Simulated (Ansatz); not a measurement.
Results of r²SCAN (Ansatz, an electronic-structure program, PAW) for SnSiO3 (model structure, started from the tetragonal perovskite type, P4mm, No. 99, 5 atoms in the cell).

Numerical settings: plane-wave cutoff 560 eV, 10×10×10 k mesh, Fermi–Dirac smearing 0.01 eV, scalar-relativistic PAW data made under PBE.

Cell (relaxed at this level):

```yaml
crystal:
  lattice:
    - [3.46527, 0.00000, 0.00000]
    - [0.00000, 3.46527, 0.00000]
    - [0.00000, 0.00000, 4.73481]
  atoms:
    - { symbol: Si, position: [0.50000, 0.50000, 0.49124] }
    - { symbol: Sn, position: [0.00000, 0.00000, 0.02113] }
    - { symbol: O, position: [0.50000, 0.50000, 0.83235] }
    - { symbol: O, position: [0.50000, 0.00000, 0.38064] }
    - { symbol: O, position: [0.00000, 0.50000, 0.38064] }
```

Problem. Predict the band gap, smallest direct gap on the k points sampled and direct gap at Γ.

Solution. 
band gap: 1.31 eV
smallest direct gap on the k points sampled: 1.92 eV
direct gap at Γ: 4.59 eV

Note: the relaxation could raise the start's symmetry but not lower it, so the cell can be a saddle point.

Spin–orbit coupling is not included.

Computed values are for the static lattice.

A model structure was made by putting elements into a prototype or built by hand; it is no filed structure, need not be a known phase, and can be a saddle point held by its symmetry.
